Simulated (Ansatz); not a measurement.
## Element substitutions in Se

Start from Se (space group P3_121, No. 152; a = 4.0394 Å, c = 5.1207 Å; made of chains).

Each row replaces one element on all its sites; cell and atoms are relaxed.

The values are results of PBEsol, PAW, 420 eV (Ansatz, an electronic-structure program; scalar-relativistic without spin-orbit coupling), not measurements.

| variant | space group | volume per atom |
|---|---|---|
| base | P3_121 (No. 152) | 24.12 Å³ |
| Se → Ge | Pm-3m (No. 221) | ___ |
| Se → As | Pm-3m (No. 221) | ___ |
| Se → Te | P3_121 (No. 152) | ___ |

### Question
Complete the table.

### Answer

- Se → Ge, volume per atom: 18.99 Å³
- Se → As, volume per atom: 19.45 Å³
- Se → Te, volume per atom: 32.03 Å³

No phonon test of stability was made. As relaxed here, Ge is a hypothetical phase, not in the database extracts checked. For As in this form, whether it has been made was not checked. No dispersion term is included in the PBEsol runs. This is not the structure that As has at room temperature and ambient pressure.
